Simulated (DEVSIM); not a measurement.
Device: abrupt GaP n-p junction, at 400 K.

```tsv
layer (left to right)	material	thickness (μm)	Nd (cm⁻³)	Na (cm⁻³)	τn (s)	τp (s)
1	GaP	19.0	1.3e19	-	3.8e-7	3.8e-7
2	GaP	0.990	-	2.7e15	3.8e-7	3.8e-7
```

Left contact: ohmic. Right contact: ohmic. Voltage is applied to the left contact. Recombination: SRH at mid-gap, radiative, Auger. Mobility is constant in doping.

The device is made up for the run: typed textbook-type constants, with dimensions and the other settings drawn at random. Values at 300 K; Nc and Nv go as T^1.5, mobilities as T to minus their exponent, the gap by Varshni's rule with the affinity fixed.

```tsv
parameter	GaP
gap (eV)	2.26
affinity (eV)	3.8
permittivity	11.1
Nc (cm⁻³)	1.8e19
Nv (cm⁻³)	1.9e19
μn (cm²/Vs)	250
μp (cm²/Vs)	150
T exponent of μn	1.6
T exponent of μp	1.98
B (cm³/s)	1e-13
Cn (cm⁶/s)	1e-30
Cp (cm⁶/s)	1e-30
Varshni α (eV/K)	0.00058
Varshni β (K)	372
```

Simulated with DEVSIM: 1D drift-diffusion, Boltzmann statistics, complete ionisation; no tunnelling, impact ionisation, image-force lowering or self-heating.

Problem. Tabulate band edges, carrier densities and field at zero bias.

Solution. Energies count from the Fermi level of the right contact; mesh points crowd at the junctions.

```json
[
 {"x (μm)": "0.000", "Ec (eV)": "0.026", "Ev (eV)": "-2.191", "n (cm⁻³)": "1.3e19", "p (cm⁻³)": "< 1e2", "field (V/cm)": "≈ 0"},
 {"x (μm)": "0.03026", "Ec (eV)": "0.026", "Ev (eV)": "-2.191", "n (cm⁻³)": "1.3e19", "p (cm⁻³)": "< 1e2", "field (V/cm)": "≈ 0"},
 {"x (μm)": "0.09370", "Ec (eV)": "0.026", "Ev (eV)": "-2.191", "n (cm⁻³)": "1.3e19", "p (cm⁻³)": "< 1e2", "field (V/cm)": "≈ 0"},
 {"x (μm)": "0.2418", "Ec (eV)": "0.026", "Ev (eV)": "-2.191", "n (cm⁻³)": "1.3e19", "p (cm⁻³)": "< 1e2", "field (V/cm)": "≈ 0"},
 {"x (μm)": "0.7423", "Ec (eV)": "0.026", "Ev (eV)": "-2.191", "n (cm⁻³)": "1.3e19", "p (cm⁻³)": "< 1e2", "field (V/cm)": "≈ 0"},
 {"x (μm)": "1.637", "Ec (eV)": "0.026", "Ev (eV)": "-2.191", "n (cm⁻³)": "1.3e19", "p (cm⁻³)": "< 1e2", "field (V/cm)": "≈ 0"},
 {"x (μm)": "3.726", "Ec (eV)": "0.026", "Ev (eV)": "-2.191", "n (cm⁻³)": "1.3e19", "p (cm⁻³)": "< 1e2", "field (V/cm)": "≈ 0"},
 {"x (μm)": "10.60", "Ec (eV)": "0.026", "Ev (eV)": "-2.191", "n (cm⁻³)": "1.3e19", "p (cm⁻³)": "< 1e2", "field (V/cm)": "≈ 0"},
 {"x (μm)": "15.29", "Ec (eV)": "0.026", "Ev (eV)": "-2.191", "n (cm⁻³)": "1.3e19", "p (cm⁻³)": "< 1e2", "field (V/cm)": "≈ 0"},
 {"x (μm)": "17.30", "Ec (eV)": "0.026", "Ev (eV)": "-2.191", "n (cm⁻³)": "1.3e19", "p (cm⁻³)": "< 1e2", "field (V/cm)": "≈ 0"},
 {"x (μm)": "18.26", "Ec (eV)": "0.026", "Ev (eV)": "-2.191", "n (cm⁻³)": "1.3e19", "p (cm⁻³)": "< 1e2", "field (V/cm)": "≈ 0"},
 {"x (μm)": "18.76", "Ec (eV)": "0.026", "Ev (eV)": "-2.191", "n (cm⁻³)": "1.3e19", "p (cm⁻³)": "< 1e2", "field (V/cm)": "≈ 0"},
 {"x (μm)": "18.90", "Ec (eV)": "0.026", "Ev (eV)": "-2.191", "n (cm⁻³)": "1.3e19", "p (cm⁻³)": "< 1e2", "field (V/cm)": "≈ 0"},
 {"x (μm)": "18.97", "Ec (eV)": "0.026", "Ev (eV)": "-2.191", "n (cm⁻³)": "1.3e19", "p (cm⁻³)": "< 1e2", "field (V/cm)": "≈ 0"},
 {"x (μm)": "19.01", "Ec (eV)": "0.148", "Ev (eV)": "-2.069", "n (cm⁻³)": "3.7e17", "p (cm⁻³)": "< 1e2", "field (V/cm)": "76000"},
 {"x (μm)": "19.04", "Ec (eV)": "0.317", "Ev (eV)": "-1.901", "n (cm⁻³)": "2.8e15", "p (cm⁻³)": "< 1e2", "field (V/cm)": "37000"},
 {"x (μm)": "19.12", "Ec (eV)": "0.583", "Ev (eV)": "-1.634", "n (cm⁻³)": "1.2e12", "p (cm⁻³)": "< 1e2", "field (V/cm)": "34000"},
 {"x (μm)": "19.29", "Ec (eV)": "1.091", "Ev (eV)": "-1.127", "n (cm⁻³)": "510000", "p (cm⁻³)": "180000", "field (V/cm)": "26000"},
 {"x (μm)": "19.70", "Ec (eV)": "1.792", "Ev (eV)": "-0.425", "n (cm⁻³)": "< 1e2", "p (cm⁻³)": "1.3e14", "field (V/cm)": "8100"},
 {"x (μm)": "19.86", "Ec (eV)": "1.875", "Ev (eV)": "-0.342", "n (cm⁻³)": "< 1e2", "p (cm⁻³)": "1.4e15", "field (V/cm)": "2600"},
 {"x (μm)": "19.95", "Ec (eV)": "1.891", "Ev (eV)": "-0.326", "n (cm⁻³)": "< 1e2", "p (cm⁻³)": "2.3e15", "field (V/cm)": "1500"},
 {"x (μm)": "19.99", "Ec (eV)": "1.897", "Ev (eV)": "-0.320", "n (cm⁻³)": "< 1e2", "p (cm⁻³)": "2.7e15", "field (V/cm)": "1300"}
]
```
